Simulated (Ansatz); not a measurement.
Given:

```
CELL_PARAMETERS angstrom
      5.31736     0.00000     0.00000
      0.00000     5.31736     0.00000
      0.00000     0.00000     5.31736
ATOMIC_POSITIONS crystal
  V  0.00000 0.00000 0.00000
  Cu 0.00000 0.50000 0.00000
  Cu 0.50000 0.00000 0.00000
  Cu 0.00000 0.00000 0.50000
  S  0.76096 0.23904 0.76096
  S  0.23904 0.23904 0.23904
  S  0.23904 0.76096 0.76096
  S  0.76096 0.76096 0.23904
```

These are PBEsol, rigid bands (plane waves, PAW, scalar-relativistic; Ansatz, a program for electronic structure) values and carry that method's errors. How the cell was made: cell and atoms relaxed with PBEsol.

Problem. What conductivity effective mass do dilute electrons have at 300 K?

Solution. 1.93 mₑ.

Problem. And the band gap?

Solution. 1.05 eV at this level; semilocal functionals usually fall short of the measured gap.

Rigid bands, one relaxation time for all states, no polarons. Spin-orbit coupling is left out; where it splits the top of the valence band it changes the hole mass and lowers the gap by about a third of the splitting.

Formula and space group known from diffraction (Crystallography Open Database), not checked to be the room-temperature form: VCu3S4 (P-43m). Treated as nonmagnetic, magnetic states not searched for: VCu3S4 (P-43m).
